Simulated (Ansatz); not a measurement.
Take LaN in the zinc blende structure (space group F-43m, No. 216; a = 5.613 Å; a hypothetical phase, not in the database extracts checked) as the base. Axes: x, y, z lie along the cube axes.

Structures relaxed with PBE/PAW in Ansatz (a program for electronic structure), scalar-relativistic without spin-orbit coupling.

Base:

Simulated powder pattern, Cu Kα1, λ = 1.54056 Å (kinematic, ideal powder, no thermal factors, no anomalous dispersion; the 10 strongest lines at most, above 2 %, up to 2θ = 90°):

```json
[
 {"2θ (°)": "27.50", "I/Imax (%)": "100", "hkl": "(111)"},
 {"2θ (°)": "31.86", "I/Imax (%)": "40", "hkl": "(200)"},
 {"2θ (°)": "45.68", "I/Imax (%)": "44", "hkl": "(220)"},
 {"2θ (°)": "54.15", "I/Imax (%)": "45", "hkl": "(311)"},
 {"2θ (°)": "56.77", "I/Imax (%)": "11", "hkl": "(222)"},
 {"2θ (°)": "66.59", "I/Imax (%)": "6.9", "hkl": "(400)"},
 {"2θ (°)": "73.48", "I/Imax (%)": "18", "hkl": "(331)"},
 {"2θ (°)": "75.72", "I/Imax (%)": "14", "hkl": "(420)"},
 {"2θ (°)": "84.49", "I/Imax (%)": "15", "hkl": "(422)"}
]
```

After one change:

Simulated powder pattern, Cu Kα1, λ = 1.54056 Å (kinematic, ideal powder, no thermal factors, no anomalous dispersion; the 10 strongest lines at most, above 2 %, up to 2θ = 90°):

| 2θ (°) | I/Imax (%) |
|---|---|
| 26.24 | 100 |
| 30.39 | 41 |
| 43.51 | 45 |
| 51.52 | 46 |
| 53.99 | 11 |
| 63.22 | 7.1 |
| 69.67 | 19 |
| 71.75 | 15 |
| 79.88 | 15 |
| 85.83 | 15 |

Q: What was done to the base?
(A) tensor shear ε_yz = −1.06 %
(B) biaxial strain +0.53 %, plane normal [111], relaxed out of plane
(C) isotropic strain +4.73 %
(D) tensor shear ε_xy = +3.09 %

A: C, isotropic strain +4.73 %. Its volume per atom is 25.39 Å³ against 22.10 Å³, and its space group is F-43m (No. 216).

Stability against distortions was not tested.
